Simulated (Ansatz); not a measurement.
# Mg2Sn, response to strain

Base system: Mg2Sn (space group Fm-3m, No. 225; a = 6.747 Å; relaxed with 0.1 eV smearing).

Strains are applied to the cell and any free atomic positions relax.

Method: Ansatz (a first-principles code), PBEsol, PAW, cutoff 420 eV, scalar-relativistic without spin-orbit coupling.

| isotropic strain (%) | pressure (GPa) |
|---|---|
| -3 | 4.8 |
| -2.5 | 3.9 |
| -2 | ? |
| -1.5 | 2.2 |
| -1 | 1.4 |
| 0 | 0.0 |
| 1 | -1.2 |
| 1.5 | -1.8 |
| 3 | -3.2 |

Task: Fit P = P₀ − Bδ + Cδ² with δ = (1 + ε)³ − 1 to the rows shown and predict the withheld row.

Result: Least squares on the printed values gives P₀ = 0.0 GPa, B = 44.9 GPa, C = 113 GPa (largest residual 0.0 GPa); this predicts 3.0 GPa, and the run gives 3.0 GPa, in agreement.

No phonon test of stability was made.
